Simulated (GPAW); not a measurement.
A user runs GPAW on MnF4 (Pbam, 10 atoms in the cell) and asks whether the run is sound. The aim is a self-consistent single point with DFT LDA (Perdew-Wang 92), plane waves, GPAW PAW datasets LDA (gpaw-data 1.0.1).

Cell that was meant: a = 4.5516 Å, b = 8.9425 Å, c = 2.9046 Å, α = 90.00°, β = 90.00°, γ = 90.00°.

Part of the input:

```python
                         [3.080907, 5.351257, 1.452300],
                         [1.470723, 3.591203, 1.452300]],
              pbc=True)

calc = GPAW(spinpol=True,
            mode=PW(900),
            xc='LDA',
```

Log, with long lists cut:

```
Input parameters:
  convergence: {bands: -6,
                density: 1e-05,
                energy: 1e-05}
  kpts: {gamma: True,
   [... lines left out ...]
   9 F      1.470723    3.591203    1.452300    ( 0.0000,  0.0000,  0.0000)

Unit cell:
           periodic     x           y           z      points  spacing
  1. axis:    yes    4.551630    0.000000    0.000000    32     0.1422
  2. axis:    yes    0.000000    8.942460    0.000000    64     0.1397
  3. axis:    yes    0.000000    0.000000    2.904600    21     0.1383

  Lengths:   4.551630   8.942460   2.904600
  Angles:   90.000000  90.000000  90.000000

Effective grid spacing dv^(1/3) = 0.1401
     iter     time        total  log10-change:  magmom
                         energy   eigst   dens
iter:   1 --:--:--   -64.261864   +0.15           +0.0000
iter:   2 --:--:--   -62.091236   -1.02  -1.30    +0.0000
iter:   3 --:--:--   -59.735612   -0.63  -1.37    +0.0000
iter:   4 --:--:--   -59.504392   -2.16  -1.61    +0.0000
iter:   5 --:--:--   -59.432217   -1.88  -1.62    +0.0000
   [... 8 lines left out ...]
iter:  14 --:--:--   -59.095769   -4.31  -2.67    +0.0000
iter:  15 --:--:--   -59.092958   -4.12  -2.78    +0.0000
iter:  16 --:--:--   -59.092268   -4.77  -3.02    +0.0000
   [... lines left out ...]
iter:  23 --:--:--   -59.091770c  -6.63  -3.92    +0.0000
iter:  24 --:--:--   -59.091764c  -6.13  -4.01    +0.0000
iter:  25 --:--:--   -59.091768c  -6.58  -4.15    +0.0000
iter:  26 --:--:--   -59.091767c  -6.87  -4.21    +0.0000
iter:  27 --:--:--   -59.091748c  -7.25  -4.33    +0.0000
iter:  28 --:--:--   -59.091746c  -8.34c -4.42    +0.0000
iter:  29 --:--:--   -59.091748c  -6.90  -4.48    +0.0000
iter:  30 --:--:--   -59.091756c  -7.68c -4.80    +0.0000
iter:  31 --:--:--   -59.091757c  -8.18c -4.93    +0.0000
iter:  32 --:--:--   -59.091757c  -9.57c -5.17c   +0.0000
Converged after 32 iterations.

Dipole moment: (-0.000000, 0.000000, -0.000000) |e|*Ang

Total magnetic moment: (0.000000, 0.000000, 0.000000)
Local magnetic moments:
   0 Mn ( 0.000000,  0.000000,  0.000000)
   1 Mn ( 0.000000,  0.000000,  0.000000)
   2 F  ( 0.000000,  0.000000,  0.000000)
   3 F  ( 0.000000,  0.000000,  0.000000)
   4 F  ( 0.000000,  0.000000,  0.000000)
   5 F  ( 0.000000,  0.000000,  0.000000)
   6 F  ( 0.000000,  0.000000,  0.000000)
   7 F  ( 0.000000,  0.000000,  0.000000)
   8 F  ( 0.000000,  0.000000,  0.000000)
   9 F  ( 0.000000,  0.000000,  0.000000)

Energy contributions relative to reference atoms: (reference = -84502.614285)

Kinetic:        +31.382595
Potential:      -39.586281
External:        +0.000000
XC:             -50.863351
   [... lines left out ...]
Free energy:    -59.121524
Fermi level: 0.64779
No gap
   [... lines left out ...]
  5 F     0.95303   -0.87638    0.00000
  6 F    -0.41106    0.43726    0.00000
  7 F     0.41106   -0.43726    0.00000
  8 F    -0.41106   -0.43726    0.00000
  9 F     0.41106    0.43726    0.00000

Stress tensor:
     0.075351     0.000000     0.000000
     0.000000     0.068806     0.000000
     0.000000     0.000000     0.047966
Stress (GPa, Voigt): [12.0726 11.024   7.685   0.      0.      0.    ]
```

**Question.** Can these results be used? Check the input.

**Answer.** The run is not sound. The fault is a spin-polarised run without starting moments. If both spin channels start alike, symmetry can keep them alike, and the run can end in a non-magnetic state; some programs refuse such an input or seed a moment themselves. To fix it, give starting moments. The run converged in 32 iterations without an error; against the sound input the free energy rises by 235 meV/atom, the largest force goes from 0.633 to 1.295 eV/Å, no clean gap remains on the mesh (levels overlap or are partly filled), against 0.76 eV before and the size of the net moment goes from 0.60 to 0.00 μB/atom.

An input that runs soundly differs in these lines (not the only fix; some lines may just follow from the change or write a value another way):
```diff
+
+atoms.set_initial_magnetic_moments([4.0, 4.0, 0.0, 0.0, 0.0, 0.0, 0.0, 0.0, 0.0, 0.0])
```

With that input, the run converged in 30 iterations: free energy E − TS (from the program's reference atoms) -61.4678 eV; top of the valence band (on the code's own zero) -0.10 eV; gap on the k-point mesh 0.76 eV; largest force (vector length) 0.633 eV/Å; size of the cell's spin moment 6.00 μB (DFT LDA (Perdew-Wang 92), plane waves, GPAW PAW datasets LDA (gpaw-data 1.0.1)).

On the sound input: the starting cell comes from a database of computed structures (which also holds hypothetical and non-ambient phases and stackings), without a prior relaxation at this level. The magnetic order is the one reached from the typed start; others were not searched systematically.
